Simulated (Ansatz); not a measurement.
Ansatz (a quantum-chemistry and plane-wave program) run on Y₃PbC (P1, 5 atoms in the cell): self-consistent single point.

Method of the run: LDA (PW92), PAW files made with PBE (plane waves; Ansatz).

```xyz
5
Lattice="4.9095 0.0000 0.0000 0.0000 4.9095 0.0000 0.0000 0.0000 4.9095" Properties=species:S:1:pos:R:3 pbc="T T T"
Y      2.4143    -0.0484     2.4844
Y      0.0031     2.4111     2.4165
Y      2.4822     2.4859    -0.0055
Pb    -0.0212     0.0122     0.0218
C      2.4859     2.5034     2.4471
```

Reference input (self-consistent single point, DFT, PBEsol, plane waves, PAW files made with PBE): kpoints.mp_grid.grid = 4 4 4; hamiltonian.xc = pbesol; hamiltonian.pseudopotentials = {kind: paw} (an earlier, softer set of the program's PAW files); scf.occupations.method = gaussian; scf.occupations.width = 0.05 eV. This run's input differs from it in these lines:

Ansatz 0.2 input:
```diff
@@ -15,3 +15,3 @@
 hamiltonian:
-  xc: pbesol
+  xc: lda
   pseudopotentials:
```

Output (repeated stretches shortened):

```
SCF iter   1: F=—  HF=-23091.844720 eV  |F-HF|=—  |Δ(HF+E_count)|=         —  Δρ=6.98e-2  dr2=1.80e1  ethr=3.10e-3  ⟨swp⟩=6.0  Hψ=4601  notcnv=0
all-band conjugate gradients solve this SCF's bands
preconditioner: auto → Resta (q_TF=auto, 2.371 Å⁻¹)
SCF iter   2: F=—  HF=-23087.566282 eV  |F-HF|=—  |Δ(HF+E_count)|=    4.28e0  Δρ=2.69e-2  dr2=1.72e0  ethr=3.10e-3  ⟨swp⟩=3.5  Hψ=2424  notcnv=0  defer=23
   [... lines left out ...]
SCF iter   6: F=—  HF=-23087.033228 eV  |F-HF|=—  |Δ(HF+E_count)|=   3.26e-4  Δρ=2.64e-4  dr2=7.55e-5  ethr=2.63e-6  ⟨swp⟩=2.0  Hψ=1564  notcnv=0  defer=37
SCF iter   7: F=—  HF=-23087.033213 eV  |F-HF|=—  |Δ(HF+E_count)|=   1.50e-5  Δρ=5.60e-5  dr2=4.54e-6  ethr=1.48e-7  ⟨swp⟩=2.0  Hψ=1560  notcnv=0  defer=37
SCF iter   8: F=—  HF=-23087.033212 eV  |F-HF|=—  |Δ(HF+E_count)|=   1.07e-6  Δρ=1.03e-5  dr2=1.96e-7  ethr=8.91e-9  ⟨swp⟩=2.0  Hψ=1394  notcnv=0  defer=37
SCF iter   9: F=-23087.033212 eV  HF=-23087.033212 eV  |F-HF|=2.77e-9  |Δ(HF+E_count)|=   2.36e-8  Δρ=2.44e-6  dr2=1.01e-8  ethr=1.96e-10  ⟨swp⟩=10.2  Hψ=5040  notcnv=0
SCF 1 converged in 9 iterations: F = -23087.033212 eV  dr2 = 1.01e-8
Free energy (F): -23087.033212 eV
Internal energy: -23087.028446 eV  (E = F + TS)
E sigma→0 (E₀):  -23087.030829 eV
Entropy (-TS):   -0.004766 eV (-0.953 meV/atom)
Fermi energy:    11.442850 eV
--- Forces (eV/Å), atoms counted from 1 ---
  atom   1  Y      0.23705295     0.56454944    -0.16684776
  atom   2  Y      0.01276556     0.15592443     0.19410063
  atom   3  Y     -0.12003371    -0.24604916     0.01257447
  atom   4  Pb     0.08872855    -0.01432071    -0.08358167
  atom   5  C     -0.21850601    -0.46008715     0.04375165
--- Stress (GPa, compression-positive) ---
       -4.822828      -0.027540       0.040017
       -0.027540      -4.280904      -0.013902
        0.040017      -0.013903      -4.660149
  P = ⅓ Tr σ = -4.5880 GPa (-45.880 kbar)
  The stress holds the Pulay correction. Without it, at fixed plane waves, as pw.x and ABINIT print it: P = -4.6271 GPa
```

The run converged in 9 iterations. Against the reference run the pressure goes from -2.36 to -4.59 GPa and the largest force goes from 0.670 to 0.635 eV/Å.

The starting cell comes from a database of computed structures (which also holds hypothetical and non-ambient phases and stackings), without a prior relaxation at this level. Its atoms were displaced at random from the sites of space group no. 221. With a pressure of about -5 GPa the cell is away from its equilibrium volume at this level. Ansatz's pressure includes its estimate of the finite-basis (Pulay) stress.
